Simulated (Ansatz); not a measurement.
System: CsCl-type NiAl. Method: PBE in Ansatz (PAW).

Numerical settings: plane-wave cutoff 500 eV, 20×20×20 k mesh, Fermi–Dirac smearing 0.1 eV, no spin polarisation, scalar-relativistic PAW data made under PBE.

Computed at the level's own relaxed cell.

Estimate the equilibrium volume per atom and lattice parameter a that the calculation returns.


equilibrium volume per atom: 12.11 Å³/atom
lattice parameter a: 2.893 Å

Measured, for comparison: equilibrium volume per atom 11.97 Å³/atom, lattice constant a 2.882 Å (extrapolated to 0 K, zero-point anharmonic expansion removed (Haas, Tran, Blaha 2009); as tabulated in Levämäki et al. (2014), arXiv:1402.3671). Computed (rounded) less measured: equilibrium volume per atom +1.2 %, lattice constant a +0.4 %.

Static lattice: no zero-point or thermal effects.

Computing time: roughly 24 core-seconds.

Ansatz is a quantum-chemistry and plane-wave program.
